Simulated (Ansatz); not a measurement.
Consider ZnS in the zinc blende structure (space group F-43m, No. 216; a = 5.389 Å). Axes: x, y, z lie along the cube axes.

All numbers come from Kohn–Sham DFT with the r2SCAN functional, run in Ansatz (a first-principles code) with PAW and 500 eV plane waves, no spin-orbit coupling.

One thing is altered: uniaxial strain ε_zz = +2.50 %, all other strain components held at zero; the atoms relax in the strained cell.

Predict the stress tensor and what it implies for the stiffness.

Stress of the strained cell less that of the base (GPa, compression positive):
```
  -1.47    0.00    0.00
   0.00   -1.47    0.00
   0.00    0.00   -2.61
```

Then −Δσ_ii/ε with ε = 0.0250 gives secant stiffness values (nonlinear terms included at this strain): C33 ≈ 105 GPa, C13 ≈ 59 GPa and C23 ≈ 59 GPa.

As a check, the harmonic strain energy −½ V₀ Δσ:ε is 4.0 meV/atom; the computed energy rise is 4.0 meV/atom.

Whether these cells are dynamically stable was not tested.
